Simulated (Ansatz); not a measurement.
Structures of equal composition on the (0001) surface of hcp Ti: a pseudomorphic layer of Re in the host's stacking; a pseudomorphic layer of Re in the other hollow. The slabs share one bottom face, and each structure is named by its start. These are constructed structures in small cells; real faces may alloy, dewet or reconstruct in larger ones, and not all known structures of the face are among them. Slabs of about 12 Å with all that they carry, Fermi-Dirac smearing of 0.1 eV. Bottom of the slabs: a bare face, its two planes held. Relaxed from the named starts with such symmetry as they have, on meshes of like density; energies extrapolated to zero smearing; no spin-orbit coupling, no U. Spin-polarised runs, if any, are marked in brackets, and their order is one that fits the cell; the others ran without spin.

All values below come from PBE (plane waves to 420 eV, PAW; Ansatz, an electronic-structure program).

Order them by energy per 1x1 cell (lowest first) at the level PBE.

a pseudomorphic layer of Re in the other hollow (0.000 eV), a pseudomorphic layer of Re in the host's stacking (0.035 eV)
